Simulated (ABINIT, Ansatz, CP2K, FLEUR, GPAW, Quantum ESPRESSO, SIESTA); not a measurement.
**One structure in several programs: AgNO3 (R3m, 5 atoms in the cell)**

Self-consistent single point, at a second geometry (lattice scaled by 0.98). First geometry:

```
CELL_PARAMETERS angstrom
      2.52771     1.45938     2.80851
     -2.52771     1.45938     2.80851
      0.00000    -2.91875     2.80851
ATOMIC_POSITIONS crystal
  Ag 0.99804 0.99804 0.99804
  N  0.57411 0.57411 0.57411
  O  0.43488 0.43488 0.85948
  O  0.85948 0.43488 0.43488
  O  0.43488 0.85948 0.43488
```

Shared settings, as Ansatz (a quantum-chemistry and plane-wave program) writes them: kpoints.mp_grid.grid = 6 6 6; scf.occupations.method = fermi_dirac; scf.occupations.width = 0.0007 Ry. Potentials and cutoffs stand in the table.

| code | model | ΔF from the first geometry (meV/atom) | pressure (GPa) | largest force (eV/Å) | gap on the mesh (eV) | cutoff |
|---|---|---|---|---|---|---|
| Ansatz | PBEsol, PAW files made with PBE | 33.9 | 11.56 | 3.205 | 1.573 | default |
| SIESTA | GGA PBEsol, numerical atomic orbitals DZP, PseudoDojo PBEsol standard norm-conserving potentials (rewritten from UPF to PSML) | 31.1 | 12.01 | 4.700 | 1.450 | grid 350 Ry |
| FLEUR | PBEsol, all-electron FLAPW (FLEUR), scalar-relativistic valence | 32.7 | – | 2.909 | 1.628 | Kmax 4.7 1/bohr |
| ABINIT | PBEsol, norm-conserving pseudopotentials (PseudoDojo nc-sr-04 PBEsol standard) | 35.6 | 12.49 | 3.373 | 1.554 | 1143 eV |
| Quantum ESPRESSO | PBEsol, GBRV 1.5 ultrasoft (PBESOL) pseudopotentials | 38.6 | 12.56 | 3.530 | 1.573 | 40 Ry |
| GPAW | PBEsol, GPAW PAW datasets PBEsol (made by gpaw-setup) | 36.0 | – | 3.363 | 1.553 | 900 eV |
| CP2K | PBEsol, GPW, DZVP-MOLOPT-PBE-GTH basis, GTH-PBE potentials (POTENTIAL_UZH) | 54.7 | 16.93 | 4.567 | 1.463 | grid 500 Ry |

For Ansatz (by 0.5 GPa) and Quantum ESPRESSO (by 0.7 GPa) the energy change implies a higher mean pressure, against the two pressures, than for the other programs: a sign of finite-basis (Pulay) stress.

Size of the force on each atom (eV/Å): Sizes of forces hide their directions.

```tsv
code	Ag1	N2	O3	O4	O5
Ansatz	0.003	0.106	3.205	3.205	3.205
SIESTA	0.074	0.188	4.700	4.700	4.700
FLEUR	0.047	0.164	2.909	2.909	2.909
ABINIT	0.002	0.113	3.373	3.373	3.373
Quantum ESPRESSO	0.001	0.108	3.530	3.530	3.530
GPAW	0.002	0.107	3.363	3.363	3.363
CP2K	0.026	0.175	4.567	4.567	4.567
```

A dash marks a value that a program does not give, or that is left out as unsure.

Gaps are read on the mesh.

The spread over the programs that give each value: ΔF from the first geometry within 23.6 meV/atom; pressure within 5.37 GPa; largest force within 1.791 eV/Å; gap on the mesh within 0.178 eV.

SIESTA and CP2K use small atom-centred bases, whose incompleteness enters pressures, forces and empty levels differently from a plane-wave cutoff. FLEUR treats all electrons, but the usual bases taken here (sphere radii, linearisation, local orbitals, empty states) were not tested for convergence, so the values are no reference for the others. Ansatz's pressure is given at a fixed set of plane waves, as the other plane-wave codes print theirs; with its correction for the finite basis it is 12.11 GPa (the shift of 0.55 GPa shows how far the cutoff is from converged). The pressure of GPAW is left out: its cutoff lies under the one at which its stress was checked. In the pressure, CP2K (by 4.44) lies more than 1 GPa from the median of the plane-wave programs. In the force vectors, Ansatz (by 0.163), SIESTA (by 1.333), FLEUR (by 0.459), Quantum ESPRESSO (by 0.162) and CP2K (by 1.200) lie more than 0.08 eV/Å from the median of the plane-wave programs.

The starting cell comes from a database of computed structures (which also holds hypothetical and non-ambient phases and stackings), without a prior relaxation at this level. Its lattice was rescaled by a random factor within 2.5 % of one. For this run, on top of that: lattice scaled by 0.98.

Keys are those of Ansatz 0.2.
